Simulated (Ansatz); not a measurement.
## ZrC: stress against strain

ZrC (rock salt, Fm-3m, 12.723 Å³/atom at rest) under an equal strain ε in the (001) plane with the normal axis free, as in a coherent film. PBEsol in Ansatz, a plane-wave DFT program (PAW, default set), 420 eV, 21×21×21 Γ-centred mesh, Fermi-Dirac smearing 0.10 eV; ions are relaxed within the symmetry of each cell. Stress is positive for a compressed cell.

Here s stands for strain and y for stress xx.

| strain (%) | stress xx (GPa) |
|---|---|
| -1.50 | 9.13 |
| -1.00 | 5.91 |
| -0.50 | 2.87 |
| 0.00 | 0.00 |
| 0.50 | -2.71 |
| 1.00 | -5.26 |
| 1.50 | -7.66 |
| 3.00 | ? |

Fit y of the 7 rows that show it with a straight line. Means: s 0, y 0.326. About the means, the sum of products is -39.145 and the sum of squares of s is 7.0000; the slope is their ratio. Least squares gives y = 0.326 - 5.5921·s. Residuals (row less fit): 0.416, -0.008, -0.252, -0.326, -0.240, 0.006, 0.402; standard error 0.335 (degrees of freedom: 5). The slope gives the biaxial elastic modulus of this plane = 559 ± 13 GPa.

Task: Predict the withheld y at s = 3.00 from the fit, and compare with the calculation.

Result: y = 0.326 - 5.5921 × 3.0 = -16.450 GPa. The calculation gives -14.06 GPa, 2.390 GPa above the prediction (10.3 % of the range of y in the table). The row lies outside the fitted rows, so this is an extrapolation. From the scatter of the fitted rows alone, a prediction at this place has a standard error of 0.523 GPa, so the miss is 4.6 times that.

One order more, fitted to all 13 runs of the series, follows each within 0.09, so the miss is the next term of a smooth law. In a metal these values are sensitive to mesh and smearing; energies are taken to zero smearing, stresses follow the free energy. Rows are the converged runs of the series near zero and its far end; series whose fitted rows scatter by over a few per cent of the range, as at a crossing or softening among them, aren't shown in this form. Most that stay on the fit to the last digits aren't either.
